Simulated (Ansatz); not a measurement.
S on the 1x1 (111) surface of fcc Ag, one in a 2x2 cell, energies for each (29.8 Å²). Energies are against ⅛ S8(g), without zero-point or thermal terms; each row is named by its start.

Calculation: PBE (plane waves to 420 eV, PAW; Ansatz, a quantum-chemistry and plane-wave program).

Q: Which site binds most strongly?
A. hollow Ag-Ag-Ag over Ag at depth 4.7 Å
B. hollow Ag-Ag-Ag over Ag at depth 2.4 Å
C. top Ag

A: A, hollow Ag-Ag-Ag over Ag at depth 4.7 Å. Adsorption energies: hollow Ag-Ag-Ag over Ag at depth 4.7 Å -0.51 eV; hollow Ag-Ag-Ag over Ag at depth 2.4 Å -0.44 eV; top Ag 0.70 eV.
